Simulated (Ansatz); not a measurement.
# Input and output of a self-consistent single point for MgAl₂ (P-3m1, 3 atoms in the cell) (Ansatz)

Method: LDA (PW92), default PAW files made with PBE (plane waves; Ansatz, a program for electronic structure).

The input file:

Ansatz 0.2 input:
```yaml
# MgAl2
crystal:
  lattice:
    - [2.94868000, 0.00000000, 0.00000000]
    - [-1.47434000, 2.55363200, 0.00000000]
    - [0.00000000, 0.00000000, 7.23855300]
  atoms:
    - { symbol: Mg, position: [0.00000000, 0.00000000, 0.00000000] }
    - { symbol: Al, position: [0.33333300, 0.66666700, 0.65637000] }
    - { symbol: Al, position: [0.66666700, 0.33333300, 0.34363000] }
basis:
  ecutwfc: 30.9 Ry
kpoints:
  mp_grid: { grid: [13, 13, 5] }
hamiltonian:
  xc: lda
  pseudopotentials: { kind: paw }
scf:
  occupations: { method: fermi_dirac, width: 0.0073 Ry }
output:
  forces: true
  eigenvalues: true
  stress: true
```

Output, abridged:

```
WARN the atoms were moved onto the symmetric positions of the space group found under crystal.symmetry.tolerance 1.0e-5 (fractional …
WARN ansatz: RAYON_NUM_THREADS=1 ignored (pool sized by the plan → 1); use --threads N
Pseudopotentials: kind: paw
Pseudopotential: Mg, paw, valence charge 10
Pseudopotential: Al, paw, valence charge 3
Crystal: 3 atoms, lattice volume = 54.505 Å³
Basis set: ecut = 420.4159175005146 eV, 1057 PW (Γ)
Bands: 12, of which v1, the nominal top of the filled ones, is band 8 counted from 1 (7 counted from 0)
Symmetry: 12 space group operations
Space group: P-3m1 (ITA 164), of the structure as read, at distance tolerance 3.8e-5 Å
k-points: 91 of 845
PAW frozen core: Mg, regenerated for the run's functional, and the local potential with it
PAW frozen core: Al, regenerated for the run's functional, and the local potential with it
Initial density: superposition of atomic densities (neutral atoms: chi_scale 0, normalization atom), corrected by the library's trained network
Initial wavefunctions: pseudopotential atomic-orbital guess
Eigensolver: davidson
Functional: x = slater, c = lda
SCF iter   1: F=—  HF=-2927.271260 eV  |F-HF|=—  |Δ(HF+E_count)|=         —  Δρ=4.77e-3  dr2=6.92e-3  ethr=1.77e-3  ⟨swp⟩=5.3  Hψ=6880  notcnv=0
all-band conjugate gradients solve this SCF's bands
preconditioner: auto → none
SCF iter   2: F=—  HF=-2927.266258 eV  |F-HF|=—  |Δ(HF+E_count)|=   5.00e-3  Δρ=2.30e-3  dr2=2.17e-3  ethr=4.32e-5  ⟨swp⟩=2.5  Hψ=2251  notcnv=0
SCF iter   3: F=—  HF=-2927.265490 eV  |F-HF|=—  |Δ(HF+E_count)|=   7.69e-4  Δρ=4.99e-4  dr2=8.50e-4  ethr=1.35e-5  ⟨swp⟩=2.6  Hψ=1943  notcnv=0
SCF iter   4: F=—  HF=-2927.265701 eV  |F-HF|=—  |Δ(HF+E_count)|=   2.11e-4  Δρ=6.09e-4  dr2=2.23e-3  ethr=5.31e-6  ⟨swp⟩=1.8  Hψ=1292  notcnv=0  recentre
SCF iter   5: F=—  HF=-2927.265351 eV  |F-HF|=—  |Δ(HF+E_count)|=   3.50e-4  Δρ=5.66e-5  dr2=8.89e-7  ethr=5.31e-6  ⟨swp⟩=1.7  Hψ=1225  notcnv=0
SCF iter   6: F=—  HF=-2927.265352 eV  |F-HF|=—  |Δ(HF+E_count)|=   7.86e-7  Δρ=1.78e-5  dr2=7.78e-8  ethr=6.25e-10  ⟨swp⟩=6.8  Hψ=5948  notcnv=0
SCF iter   7: F=-2927.265351 eV  HF=-2927.265351 eV  |F-HF|=2.46e-9  |Δ(HF+E_count)|=   1.19e-7  Δρ=2.50e-6  dr2=1.39e-9  ethr=4.86e-10  ⟨swp⟩=4.4  Hψ=3703  notcnv=0
SCF 1 converged in 7 iterations: F = -2927.265351 eV  dr2 = 1.39e-9
SCF converged after 7 iterations
Free energy (F): -2927.265351 eV
Harris-Foulkes:  -2927.265351 eV  (|F-HF|=2.46e-9)
Internal energy: -2927.221244 eV  (E = F + TS)
E sigma→0 (E₀):  -2927.243298 eV
Entropy (-TS):   -0.044108 eV (-14.703 meV/atom)
Fermi energy:    6.960389 eV
--- Per-component energies (eV) ---
  E_band       = -324.500644
  E_kinetic    = 120.271225
  E_local      = -1959.827642  (includes V_loc(G=0)·N_el)
  E_nonlocal   = 118.617276
  E_hartree    = 763.757289
  E_xc         = -106.745481
  E_vxc        = -95.108300  (∫ρ·V_xc dr)
  E_paw        = -1157.367353  (= ΣΔE_a)
  E_vpaw       = -35.966271  (= ΣTr[D̂ρ^β])
  E_aug_tail   = -0.000007  (compensation charges beyond the density's cutoff)
  E_ewald      = -706.188463
  E_core_change = 0.261912  (= ΣΔE_core)
  E_smearing   = -0.044108  (= −TS)
  E_closure    = -0.000000  (closes the sum)
  Σ components = -2927.265351   (vs F -2927.265351, Δ=0.00e0)
--- Forces (eV/Å), atoms counted from 1 ---
  atom   1  Mg    -0.00000000    -0.00000000     0.00000000
  atom   2  Al    -0.00000000    -0.00000000     0.01392267
  atom   3  Al     0.00000000     0.00000000    -0.01392267
  max |Σ_I F_I| component: 4.63e-18 eV/Å
--- Stress (GPa, compression-positive) ---
       -1.276642       0.000000       0.000000
        0.000000      -1.276642       0.000000
        0.000000       0.000000      -3.091374
  P = ⅓ Tr σ = -1.8816 GPa (-18.816 kbar)
  The stress holds the Pulay correction. Without it, at fixed plane waves, as pw.x and ABINIT print it: P = -1.9172 GPa
--- Band table (eV; the first three rows and the last of 91) ---
  k-point 0: bands = ["-68.1095", "-35.5318", "-35.5096", "-35.5096", "-3.0583", "-0.1374", "0.8408", "8.2018", "8.5279", "17.0164", "17.0164", "17.6478"]
  k-point 1: bands = ["-68.1095", "-35.5318", "-35.5096", "-35.5096", "-2.9987", "-0.6652", "1.6274", "6.3760", "10.5336", "17.0595", "17.0595", "17.6641"]
  k-point 2: bands = ["-68.1095", "-35.5318", "-35.5096", "-35.5096", "-2.8818", "-1.1666", "2.9510", "4.6051", "12.8488", "15.3105", "17.1409", "17.1409"]
  k-point 90: bands = ["-68.1024", "-35.5560", "-35.5470", "-35.5227", "3.3694", "4.8748", "5.1018", "5.1336", "6.5127", "6.8217", "9.1213", "10.4206"]
```

The run converged in 7 iterations.

The starting cell comes from a database of computed structures (which also holds hypothetical and non-ambient phases and stackings), without a prior relaxation at this level. Its lattice was rescaled by up to half a per cent. Ansatz's pressure includes its estimate of the finite-basis (Pulay) stress.
